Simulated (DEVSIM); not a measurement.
Device: Cr/SiO2/p-Si capacitor, at 300 K.

Layer 1 from the left is SiO2, thickness (nm) 1.70. Layer 2 from the left is Si, thickness (nm) 2000, Na (cm⁻³) 8.3e16.

Metal gate on the left, work function 4.5 eV. Fixed charge at the semiconductor interface 0 cm⁻² (in units of +e); interface traps 2.7e10 cm⁻² eV⁻¹, uniform in energy, neutral level at 0.7 of the gap above the valence band.

This is a model device: material constants are rounded textbook-type values typed into the input, and sizes, dopings and lifetimes were drawn at random. Values at 300 K.

SiO2: gap (eV) 9, affinity (eV) 0.9, permittivity 3.9. Si: gap (eV) 1.124, affinity (eV) 4.05, permittivity 11.7, Nc (cm⁻³) 2.86e19, Nv (cm⁻³) 3.1e19.

DEVSIM, 1D Poisson equation in equilibrium, Boltzmann statistics, complete ionisation; no quantum confinement or tunnelling. Metal contacts follow the ideal Schottky-Mott rule: no Fermi-level pinning, no interface dipoles.

Problem. What does the simulation give for the flat-band voltage, the threshold voltage (band bending 2φF)?

Solution. flat-band voltage -0.52 V; threshold voltage (band bending 2φF) 0.37 V.
